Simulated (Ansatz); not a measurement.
## Migration barriers: C vacancy in 4H silicon carbide strained by -1.5 % along x and y, z held, charge state +2

Consider C vacancy in 4H silicon carbide strained by -1.5 % along x and y, z held, charge state +2. All values below come from PBE, PAW (plane waves to 420 eV; Ansatz, a program for electronic structure).

Settings: 72 host sites, the strained lattice (strain from the relaxed PBE one, atoms relaxed), a 2×2×2 k-point mesh shifted by half a step along c, smearing 0.01 eV, spin-restricted, no image-charge correction. Static, classical nuclei. The charge state is imposed; whether it is stable for some Fermi level was not computed. Forms of the defect that were not tried may lie lower.

```tsv
Route	Start site over the lowest site run (eV)	Hop (Å)	Forward barrier (eV)	Backward barrier (eV)	Neighbours at the start	Neighbours at the saddle	Saddle order
a nearby C atom hops onto the vacant site	0.00	3.07	5.02	4.96	Si at 1.82, 2 Si at 1.87, Si at 1.93 Å	Si at 1.79, 2 Si at 2.17, 2 Si at 2.21 Å	not checked, on a symmetry element
a nearby C atom hops onto the vacant site	0.06	3.02	4.98	4.98	Si at 1.85, Si at 1.87, 2 Si at 1.90 Å	Si at 1.78, 2 Si at 2.13, 2 Si at 2.23 Å	not checked, on a symmetry element
a nearby C atom hops onto the vacant site	0.00	3.02	5.25	5.25	Si at 1.85, Si at 1.88, Si at 1.89, Si at 1.90 Å	Si at 1.77, 2 Si at 2.16, 2 Si at 2.22 Å	not checked
```

Paths come from nudged elastic bands with a climbing image.  A band can be held on a symmetry element, so unchecked saddle points there may be too high.
